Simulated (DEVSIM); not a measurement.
Structure: illuminated Si n-on-p cell, one wavelength, at 300 K.

```tsv
layer (left to right)	material	thickness (μm)	Nd (cm⁻³)	Na (cm⁻³)	τn (s)	τp (s)	absorption coefficient (cm⁻¹)
1	Si	0.0540	1.2e19	-	1.3e-6	2.5e-9	39000
2	Si	240	-	5.9e15	4.3e-6	4.3e-6	39000
```

Left contact: ohmic, minority hole recombination velocity 1e6 cm/s. Right contact: ohmic, minority electron recombination velocity 10 cm/s. Voltage is applied to the left contact. Recombination: SRH at mid-gap, radiative, Auger. Light enters at the left, 8.6e17 photons cm⁻² s⁻¹, one pass, no reflection. Mobility is μmin + (μ − μmin)/(1 + (N/Nref)^α).

The device is made up for the run: typed textbook-type constants, with dimensions and the other settings drawn at random. Values at 300 K.

| parameter | Si |
|---|---|
| gap (eV) | 1.124 |
| affinity (eV) | 4.05 |
| permittivity | 11.7 |
| Nc (cm⁻³) | 2.86e19 |
| Nv (cm⁻³) | 3.1e19 |
| μn (cm²/Vs) | 1417 |
| μp (cm²/Vs) | 470 |
| μn,min | 52 |
| μp,min | 45 |
| Nref,n | 9.7e16 |
| Nref,p | 2.2e17 |
| αn | 0.68 |
| αp | 0.72 |
| B (cm³/s) | 4.7e-15 |
| Cn (cm⁶/s) | 2.8e-31 |
| Cp (cm⁶/s) | 9.9e-32 |

DEVSIM, 1D drift-diffusion, Boltzmann statistics, complete ionisation; no tunnelling, impact ionisation, image-force lowering or self-heating.

### Question
Give the dark reverse current.

### Answer

| V (V) | J (A/cm²) |
|---|---|
| 0.04 | 5.4e-10 |
| 0.10 | 1.1e-9 |
| 0.20 | 1.8e-9 |
| 0.30 | 2.4e-9 |
| 0.40 | 2.9e-9 |
| 0.60 | 4.0e-9 |
| 0.80 | 4.9e-9 |
| 1.00 | 5.8e-9 |
| 1.30 | 6.9e-9 |
| 1.60 | 8.0e-9 |
| 2.00 | 9.3e-9 |
